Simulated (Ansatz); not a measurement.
Consider a periodic stack without vacuum, rock-salt TiN (1 1 0) on polar orthorhombic HfO2 (1 1 0), 1 Mg on Ti sites at each interface (film strained to the substrate, started from cuts of the bulks and a machine-learned relaxation; slabs Hf12O26 and N18Ti16Mg2, which can lie off the formulas): substrate slab Hf12O26, film N18Ti16Mg2, surface cells [[0, 1], [-1, 0]] and [[-1, 2], [-1, -1]], film strained by -1.9 and -0.4 %, outermost planes O/O and NTi/NTi as cut, which need not be the usual terminations and can put a slab off its formula. Its start:

```yaml
crystal:
  lattice:
    - [7.32944, 0.00000, -0.09391]
    - [0.00000, 5.10122, 0.01929]
    - [-0.29517, 0.08739, 23.11612]
  atoms:
    - { symbol: Hf, position: [0.87490, 0.30453, 0.09190] }
    - { symbol: Hf, position: [0.57922, 0.78107, 0.18047] }
    - { symbol: Hf, position: [0.06333, 0.79357, 0.16869] }
    - { symbol: Hf, position: [0.34796, 0.30456, 0.09574] }
    - { symbol: O, position: [0.42901, 0.13432, 0.16625] }
    - { symbol: O, position: [0.83416, 0.61053, 0.02984] }
    - { symbol: O, position: [0.49382, 0.64094, 0.10015] }
    - { symbol: O, position: [0.57856, 0.15706, 0.05413] }
    - { symbol: O, position: [0.82040, 0.54347, 0.15935] }
    - { symbol: O, position: [0.80558, 0.04300, 0.16501] }
    - { symbol: O, position: [0.09288, 0.05527, 0.09620] }
    - { symbol: O, position: [0.11362, 0.53088, 0.10201] }
    - { symbol: Hf, position: [0.35674, 0.28432, 0.24964] }
    - { symbol: Hf, position: [0.06679, 0.77781, 0.33525] }
    - { symbol: Hf, position: [0.55830, 0.78417, 0.32998] }
    - { symbol: Hf, position: [0.84878, 0.28288, 0.24313] }
    - { symbol: O, position: [0.92486, 0.13563, 0.32126] }
    - { symbol: O, position: [0.31209, 0.63565, 0.19803] }
    - { symbol: O, position: [0.98891, 0.64228, 0.25462] }
    - { symbol: O, position: [0.10922, 0.14665, 0.21866] }
    - { symbol: O, position: [0.31847, 0.53393, 0.31850] }
    - { symbol: O, position: [0.30112, 0.02986, 0.32456] }
    - { symbol: O, position: [0.59492, 0.02848, 0.25765] }
    - { symbol: O, position: [0.61160, 0.52604, 0.25191] }
    - { symbol: Hf, position: [0.84968, 0.27794, 0.41016] }
    - { symbol: Hf, position: [0.55506, 0.80237, 0.48386] }
    - { symbol: Hf, position: [0.03780, 0.77461, 0.48467] }
    - { symbol: Hf, position: [0.33454, 0.27514, 0.39892] }
    - { symbol: O, position: [0.42501, 0.13453, 0.47415] }
    - { symbol: O, position: [0.80484, 0.63787, 0.35695] }
    - { symbol: O, position: [0.48210, 0.63269, 0.41168] }
    - { symbol: O, position: [0.60356, 0.13366, 0.37669] }
    - { symbol: O, position: [0.82052, 0.53034, 0.48051] }
    - { symbol: O, position: [0.80407, 0.01267, 0.47649] }
    - { symbol: O, position: [0.09299, 0.02603, 0.41731] }
    - { symbol: O, position: [0.10523, 0.52397, 0.41063] }
    - { symbol: O, position: [0.32219, 0.67090, 0.52238] }
    - { symbol: O, position: [0.05519, 0.93235, 0.56656] }
    - { symbol: N, position: [0.45861, 0.08049, 0.63495] }
    - { symbol: N, position: [0.78090, 0.73348, 0.63850] }
    - { symbol: N, position: [0.11300, 0.39556, 0.63693] }
    - { symbol: N, position: [0.12170, 0.90416, 0.69476] }
    - { symbol: N, position: [0.46031, 0.56419, 0.69542] }
    - { symbol: N, position: [0.78868, 0.23595, 0.69582] }
    - { symbol: N, position: [0.13097, 0.40080, 0.76232] }
    - { symbol: N, position: [0.46398, 0.06554, 0.76301] }
    - { symbol: N, position: [0.79722, 0.73405, 0.76396] }
    - { symbol: N, position: [0.80287, 0.23109, 0.82765] }
    - { symbol: N, position: [0.13841, 0.89660, 0.82653] }
    - { symbol: N, position: [0.47036, 0.56740, 0.82765] }
    - { symbol: N, position: [0.81357, 0.72667, 0.89388] }
    - { symbol: N, position: [0.14504, 0.39660, 0.89559] }
    - { symbol: N, position: [0.47022, 0.06976, 0.89278] }
    - { symbol: N, position: [0.46896, 0.54804, 0.95724] }
    - { symbol: N, position: [0.83101, 0.24715, 0.94994] }
    - { symbol: N, position: [0.14907, 0.89318, 0.95391] }
    - { symbol: Ti, position: [0.28944, 0.23373, 0.69200] }
    - { symbol: Ti, position: [0.61826, 0.90220, 0.69471] }
    - { symbol: Ti, position: [0.96260, 0.56792, 0.69465] }
    - { symbol: Mg, position: [0.27510, 0.74298, 0.60557] }
    - { symbol: Ti, position: [0.61972, 0.40292, 0.63986] }
    - { symbol: Ti, position: [0.96153, 0.05903, 0.63318] }
    - { symbol: Ti, position: [0.97159, 0.56462, 0.82799] }
    - { symbol: Ti, position: [0.30270, 0.23281, 0.82526] }
    - { symbol: Ti, position: [0.63764, 0.89795, 0.82984] }
    - { symbol: Ti, position: [0.96388, 0.06549, 0.76293] }
    - { symbol: Ti, position: [0.29701, 0.73396, 0.76092] }
    - { symbol: Ti, position: [0.63164, 0.39995, 0.76506] }
    - { symbol: Mg, position: [0.58855, 0.77999, 0.02546] }
    - { symbol: Ti, position: [0.95811, 0.58273, 0.95988] }
    - { symbol: Ti, position: [0.31746, 0.22279, 0.95022] }
    - { symbol: Ti, position: [0.64434, 0.39745, 0.89933] }
    - { symbol: Ti, position: [0.97350, 0.06241, 0.89560] }
    - { symbol: Ti, position: [0.31383, 0.72805, 0.89667] }
```

The start was prepared with a machine-learned potential, and the result is one local minimum, with the in-plane cell held and forces under 0.04 eV/Å; the film can end far from its bulk form.

Computed with PBE (plane waves to 420 eV, PAW; Ansatz, an electronic-structure program). Spin–orbit coupling is left out; the runs are not spin-polarised; PBE gaps are too small against experiment. Its k-point mesh 4×5×1, Fermi–Dirac width 0.05 eV.

Q: Predict the relaxed interface.

A: interface area: 37.4 Å²
period: 22.89 Å
heights between the nearest atoms of the two slabs at the two interfaces: 1.15 and 0.02 Å
Hf–Mg contacts across the interfaces within 1.22 times the sum of covalent radii: 7, mean 3.48 Å
Hf–Ti contacts across the interfaces within 1.22 times the sum of covalent radii: 6, mean 3.57 Å
Mg–O contacts across the interfaces within 1.22 times the sum of covalent radii: 5, mean 2.01 Å
O–Ti contacts across the interfaces within 1.22 times the sum of covalent radii: 5, mean 2.11 Å
